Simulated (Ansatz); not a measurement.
Start from GaN in the wurtzite structure (space group P6_3mc, No. 186; a = 3.183 Å, c = 5.184 Å).

Level of theory: r2SCAN (Ansatz, a first-principles code; PAW; 500 eV plane waves; no SOC), earlier PAW set.

Before the change:

| Quantity | Result |
|---|---|
| Lattice parameter a | 3.183 Å |
| Valence-band top at Γ | 0.00, 0.00, -0.04 eV |

Modification: a hydrostatic pressure of 3 GPa.

Problem. Estimate the effect on the lattice parameter a and valence-band top at Γ.

Solution. The lattice parameter a decreases by 0.0157 Å to 3.168 Å; the valence-band top at Γ (three highest levels, from the VBM) is still 0.00, 0.00, -0.04 eV.

The levels and masses belong to the bands next to the band gap. Load acts through the strain it causes; cell and atoms are relaxed under it. Stability against distortions was not tested. Tetrahedral semiconductors of this kind turn to denser phases somewhere between about 1 and 50 GPa; those were not computed, so compressed cells here can lie past the real transition.
